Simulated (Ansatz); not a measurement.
## A self-consistent single point of La₄Sb₃ (I-43d, 14 atoms in the cell) with Ansatz

Computed with LDA (PW92), default PAW files made with PBE (plane waves; Ansatz, an electronic-structure program).

Input as run:

Ansatz 0.2 input:
```yaml
# La4Sb3
crystal:
  lattice:
    - [-4.824500, 4.824500, 4.824500]
    - [4.824500, -4.824500, 4.824500]
    - [4.824500, 4.824500, -4.824500]
  atoms:
    - { symbol: La, position: [0.141260, 0.141260, 0.141260] }
    - { symbol: La, position: [0.858740, 0.500000, 0.000000] }
    - { symbol: La, position: [0.500000, 0.000000, 0.358740] }
    - { symbol: La, position: [0.000000, 0.858740, 0.500000] }
    - { symbol: La, position: [0.358740, 0.500000, 0.000000] }
    - { symbol: La, position: [0.641260, 0.641260, 0.641260] }
    - { symbol: La, position: [0.000000, 0.358740, 0.500000] }
    - { symbol: La, position: [0.500000, 0.000000, 0.858740] }
    - { symbol: Sb, position: [0.250000, 0.625000, 0.375000] }
    - { symbol: Sb, position: [0.375000, 0.250000, 0.625000] }
    - { symbol: Sb, position: [0.750000, 0.875000, 0.125000] }
    - { symbol: Sb, position: [0.125000, 0.750000, 0.875000] }
    - { symbol: Sb, position: [0.625000, 0.375000, 0.250000] }
    - { symbol: Sb, position: [0.875000, 0.125000, 0.750000] }
basis:
  ecutwfc: 420.0 eV
kpoints:
  mp_grid: { grid: [4, 4, 4] }
hamiltonian:
  xc: lda
  pseudopotentials: { kind: paw }
scf:
  occupations: { method: gaussian, width: 0.1 eV }
output:
  forces: true
  eigenvalues: true
  stress: true
```

Log, with long lists cut:

```
WARN ansatz: RAYON_NUM_THREADS=1 ignored (pool sized by the plan → 1); use --threads N
Pseudopotentials: kind: paw
Pseudopotential: La, paw, valence charge 11
Pseudopotential: Sb, paw, valence charge 15
Crystal: 14 atoms, lattice volume = 449.176 Å³
Basis set: ecut = 420 eV, 8685 PW (Γ)
Bands: 107, of which v1, the nominal top of the filled ones, is band 89 counted from 1 (88 counted from 0)
Symmetry: 24 space group operations
Space group: I-43d (ITA 220), of the structure as read, at distance tolerance 7.7e-5 Å
k-points: 8 of 64 (time reversal used)
PAW frozen core: La, regenerated for the run's functional, and the local potential with it
PAW frozen core: Sb, regenerated for the run's functional, and the local potential with it
Initial density: superposition of atomic densities (neutral atoms: chi_scale 0, normalization atom), corrected by the library's trained network
Initial wavefunctions: pseudopotential atomic-orbital guess
Eigensolver: davidson
Functional: x = slater, c = lda
SCF iter   1: F=—  HF=-86640.124982 eV  |F-HF|=—  |Δ(HF+E_count)|=         —  Δρ=5.39e-3  dr2=5.89e-2  ethr=1.77e-3  ⟨swp⟩=6.6  Hψ=3850  notcnv=0
all-band conjugate gradients solve this SCF's bands
preconditioner: auto → Kerker (q_TF=auto, 2.338 Å⁻¹)
SCF iter   2: F=—  HF=-86640.102417 eV  |F-HF|=—  |Δ(HF+E_count)|=   2.26e-2  Δρ=2.81e-3  dr2=1.60e-2  ethr=3.31e-5  ⟨swp⟩=3.0  Hψ=1837  notcnv=0  defer=63
SCF iter   3: F=—  HF=-86640.099322 eV  |F-HF|=—  |Δ(HF+E_count)|=   3.10e-3  Δρ=3.53e-4  dr2=6.55e-4  ethr=8.98e-6  ⟨swp⟩=2.0  Hψ=1521  notcnv=0  defer=63
SCF iter   4: F=—  HF=-86640.099296 eV  |F-HF|=—  |Δ(HF+E_count)|=   2.58e-5  Δρ=1.20e-4  dr2=9.40e-5  ethr=3.68e-7  ⟨swp⟩=2.0  Hψ=1438  notcnv=0  defer=63
SCF iter   5: F=—  HF=-86640.099555 eV  |F-HF|=—  |Δ(HF+E_count)|=   2.59e-4  Δρ=5.10e-5  dr2=2.01e-5  ethr=5.28e-8  ⟨swp⟩=2.0  Hψ=1561  notcnv=0  defer=63
SCF iter   6: F=—  HF=-86640.099551 eV  |F-HF|=—  |Δ(HF+E_count)|=   3.91e-6  Δρ=1.28e-5  dr2=1.02e-6  ethr=1.13e-8  ⟨swp⟩=2.0  Hψ=1412  notcnv=0  defer=63
SCF iter   7: F=—  HF=-86640.099551 eV  |F-HF|=—  |Δ(HF+E_count)|=   2.68e-7  Δρ=4.46e-6  dr2=1.12e-7  ethr=5.74e-10  ⟨swp⟩=2.0  Hψ=1455  notcnv=0  defer=63
SCF iter   8: F=-86640.099551 eV  HF=-86640.099551 eV  |F-HF|=2.82e-9  |Δ(HF+E_count)|=   2.98e-8  Δρ=7.73e-7  dr2=5.50e-9  ethr=5.62e-11  ⟨swp⟩=17.2  Hψ=4447  notcnv=0
SCF 1 converged in 8 iterations: F = -86640.099551 eV  dr2 = 5.50e-9
SCF converged after 8 iterations
Free energy (F): -86640.099551 eV
Harris-Foulkes:  -86640.099551 eV  (|F-HF|=2.82e-9)
Internal energy: -86640.019924 eV  (E = F + TS)
E sigma→0 (E₀):  -86640.059737 eV
Entropy (-TS):   -0.079627 eV (-5.688 meV/atom)
Fermi energy:    11.172760 eV
--- Per-component energies (eV) ---
  E_band       = -1224.043892
  E_kinetic    = 2795.963192
  E_local      = -12525.104086  (includes V_loc(G=0)·N_el)
  E_nonlocal   = 3000.088340
  E_hartree    = 5401.210779
  E_xc         = -1937.948531
  E_vxc        = -1768.794859  (∫ρ·V_xc dr)
  E_paw        = -68522.474666  (= ΣΔE_a)
  E_vpaw       = -3528.615046  (= ΣTr[D̂ρ^β])
  E_aug_tail   = -0.000013  (compensation charges beyond the density's cutoff)
  E_ewald      = -14857.689610
  E_core_change = 5.934672  (= ΣΔE_core)
  E_smearing   = -0.079627  (= −TS)
  E_closure    = -0.000000  (closes the sum)
  Σ components = -86640.099551   (vs F -86640.099551, Δ=0.00e0)
--- Forces (eV/Å), atoms counted from 1 ---
  atom   1  La     0.00788091     0.00788091     0.00788091
  atom   2  La     0.00788091    -0.00788091    -0.00788091
  atom   3  La    -0.00788091    -0.00788091     0.00788091
  atom   4  La    -0.00788091     0.00788091    -0.00788091
  atom   5  La     0.00788091    -0.00788091    -0.00788091
  atom   6  La     0.00788091     0.00788091     0.00788091
  atom   7  La    -0.00788091     0.00788091    -0.00788091
  atom   8  La    -0.00788091    -0.00788091     0.00788091
  atom   9  Sb     0.00000000     0.00000000     0.00000000
  atom  10  Sb     0.00000000     0.00000000    -0.00000000
  atom  11  Sb     0.00000000    -0.00000000     0.00000000
  atom  12  Sb    -0.00000000     0.00000000    -0.00000000
  atom  13  Sb    -0.00000000    -0.00000000     0.00000000
  atom  14  Sb    -0.00000000     0.00000000    -0.00000000
  max |Σ_I F_I| component: 5.33e-17 eV/Å
--- Stress (GPa, compression-positive) ---
       -2.920371      -0.000000       0.000000
       -0.000000      -2.920371       0.000000
        0.000000       0.000000      -2.920371
  P = ⅓ Tr σ = -2.9204 GPa (-29.204 kbar)
  The stress holds the Pulay correction. Without it, at fixed plane waves, as pw.x and ABINIT print it: P = -2.9373 GPa
--- Band table (eV; the first three rows and the last of 8) ---
  k-point 0: bands = ["-21.8521", "-21.8190", "-21.7688", "-21.7688", "-21.7688", "-21.7557", "-21.7557", "-21.7557", "-17.0774", "-17.0774", "-17.0757", "-17.0757", "-17.0757", "-17.0741", "-17.0741", "-17.0728", "-17.0721", "-17.0721", "-17.0721", [...]
  k-point 1: bands = ["-21.8433", "-21.8168", "-21.7863", "-21.7827", "-21.7671", "-21.7579", "-21.7455", "-21.7451", "-17.0771", "-17.0770", "-17.0757", "-17.0756", "-17.0754", "-17.0743", "-17.0742", "-17.0730", "-17.0726", "-17.0723", "-17.0720", [...]
  k-point 2: bands = ["-21.8229", "-21.8229", "-21.7969", "-21.7969", "-21.7627", "-21.7627", "-21.7399", "-21.7399", "-17.0767", "-17.0767", "-17.0757", "-17.0757", "-17.0747", "-17.0747", "-17.0742", "-17.0742", "-17.0725", "-17.0725", "-17.0709", [...]
  k-point 7: bands = ["-21.7988", "-21.7988", "-21.7988", "-21.7988", "-21.7988", "-21.7988", "-21.7258", "-21.7258", "-17.0756", "-17.0756", "-17.0756", "-17.0756", "-17.0756", "-17.0756", "-17.0727", "-17.0727", "-17.0727", "-17.0727", "-17.0727", [...]
```

The run converged in 8 iterations.

The starting cell comes from a database of published, mostly measured structures (it also holds non-ambient and calculated ones), without a prior relaxation at this level. Spin-orbit coupling is off. Ansatz's pressure includes its estimate of the finite-basis (Pulay) stress.
